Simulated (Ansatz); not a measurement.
**Formation enthalpy of PbTe (model structure, started from the PtS type, P4₂/mmc, No. 131, 4 atoms in the cell) at several levels of theory**

No measured value is used here.

```json
[
 {"level (code)": "PBE (Ansatz)", "value (eV/atom)": "0.005"},
 {"level (code)": "PBEsol (Ansatz)", "value (eV/atom)": "0.099"},
 {"level (code)": "PBE-D3(BJ) (Ansatz)", "value (eV/atom)": "0.105"}
]
```

Density-functional levels without +SOC have no spin–orbit coupling, which shifts binding energies of heavy elements. PBE-D3(BJ): a distance lies near a switch of the dispersion term, which can move the cell. Each level is taken at its own relaxed cell. Ansatz's density-functional and Hartree–Fock values are scalar-relativistic unless marked +SOC, with PAW data made under PBE.

A model structure was made by putting elements into a prototype or built by hand; it is no filed structure, need not be a known phase, and can be a saddle point held by its symmetry.

Ansatz is a program for electronic structure.
